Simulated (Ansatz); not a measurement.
**CaCd₂P₂ (space group P-3m1, No. 164)**

Space group P-3m1 (No. 164); a = b = 4.247 Å, c = 6.929 Å, α = β = 90.00°, γ = 120.00°

```csv
atom,site,symmetry,x,y,z
Ca,1a,-3m.,0.0000,0.0000,0.0000
Cd,2d,3m.,0.6667,0.3333,0.3618
P,2d,3m.,0.3333,0.6667,0.2388
```

Level of theory: Kohn–Sham DFT with the PBEsol functional, run in Ansatz (a first-principles code) with PAW and 420 eV plane waves, spin-orbit coupling left out. Γ-centred 9×9×5 mesh, Fermi–Dirac width 0.05 eV.

| Quantity | Value |
|---|---|
| Volume per atom | 21.65 Å³ |
| Density | 5.01 g/cm³ |
| Band gap | 0.88 eV, direct at Γ |
| Electron mass | 0.17 mₑ along c, 0.092 mₑ across |
| Total energy | -3928.985 eV/atom (σ→0; compares only within this code and set-up) |

Effective masses come from finite differences of ±0.01 Å⁻¹. Stability against distortions was not tested.
